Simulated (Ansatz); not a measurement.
# A computed series for BAs: response to strain

Take BAs in the zinc blende structure (space group F-43m, No. 216) as the base.

```
CELL_PARAMETERS angstrom
      0.00000     2.38393     2.38393
      2.38393     0.00000     2.38393
      2.38393     2.38393     0.00000
ATOMIC_POSITIONS crystal
  As 0.75000 0.75000 0.75000
  B  0.00000 0.00000 0.00000
```

Cartesian axes are those of the cell as printed.

Strains are applied to the cell and any free atomic positions relax; under biaxial strain the out-of-plane vector relaxes too; under stress the whole cell relaxes.

Levels (all Ansatz, a first-principles code, PAW): PBEsol (420 eV, no spin-orbit coupling); r2SCAN (500 eV, no spin-orbit coupling); HSE06 (420 eV, scalar-relativistic without spin-orbit coupling).

Band gaps by level, all at the geometries relaxed with PBEsol:

| case | PBEsol | r2SCAN | HSE06 |
|---|---|---|---|
| base | 1.08 eV | 1.37 eV | 1.82 eV |
| biaxial strain −4.42 %, plane normal [111], relaxed out of plane | 0.58 eV | 0.86 eV | 1.32 eV |
| isotropic strain −2.06 % | 1.02 eV | 1.30 eV | 1.76 eV |
| uniaxial strain ε_xx = −2.53 % | 0.67 eV | 0.93 eV | 1.39 eV |
| uniaxial stress, 8 GPa compression along x | 0.45 eV | 0.70 eV | 1.16 eV |
| uniaxial stress, 5 GPa compression along x | 0.70 eV | 0.95 eV | 1.41 eV |

Single points use the geometry relaxed with PBEsol. HSE06 was sampled on its mesh, a few special points and the semilocal edge points, so its gap is an upper bound. Beyond what the load breaks, stability against distortions was not tested.
